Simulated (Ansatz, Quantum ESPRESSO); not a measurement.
CdH2O2 (P-3m1, 5 atoms in the cell) computed with different codes at matched settings

Self-consistent single point.

```xyz
5
Lattice="3.4825 0.0000 0.0000 -1.7412 3.0159 0.0000 0.0000 0.0000 4.5993" Properties=species:S:1:pos:R:3 pbc="T T T"
Cd     0.0000     0.0000     0.0000
H      1.7412     1.0053     2.5341
H      0.0000     2.0106     2.0653
O      1.7412     1.0053     3.4926
O      0.0000     2.0106     1.1067
```

Shared settings, as Ansatz (a quantum-chemistry and plane-wave program) writes them: kpoints.mp_grid.grid = 2 2 2; scf.occupations.method = fixed. Potentials and cutoffs stand in the table.

```json
[
 {"code": "Ansatz", "model": "PBEsol, PAW files made with PBE", "pressure (GPa)": "3.66", "largest force (eV/Å)": "0.819", "gap on the mesh (eV)": "1.612", "cutoff": "default"},
 {"code": "Quantum ESPRESSO", "model": "PBEsol, GBRV 1.5 ultrasoft (PBESOL) pseudopotentials", "pressure (GPa)": "5.84", "largest force (eV/Å)": "1.410", "gap on the mesh (eV)": "1.599", "cutoff": "40 Ry"}
]
```

Size of the force on each atom (eV/Å): Sizes of forces hide their directions.

```tsv
code	Cd1	H2	H3	O4	O5
Ansatz	0.000	0.819	0.819	0.771	0.771
Quantum ESPRESSO	0.000	1.410	1.410	1.296	1.296
```

Gaps are read on the mesh.

The spread over the programs that give each value: pressure within 2.18 GPa; largest force within 0.591 eV/Å; gap on the mesh within 0.013 eV.

Ansatz's pressure is given at a fixed set of plane waves, as the other plane-wave codes print theirs; with its correction for the finite basis it is 4.08 GPa (the shift of 0.42 GPa shows how far the cutoff is from converged).

On the base mesh (9 9 6) the same programs gave: Ansatz pressure 2.42 GPa, gap on the mesh 1.701 eV; Quantum ESPRESSO pressure 4.61 GPa, gap on the mesh 1.688 eV.

The values differ from the base mesh's, so the mesh still matters here: the table compares the programs at equal settings.

The starting cell comes from a database of computed structures (which also holds hypothetical and non-ambient phases and stackings), without a prior relaxation at this level. Its lattice was rescaled by a random factor within 2.5 % of one.

Keys are those of Ansatz 0.2.
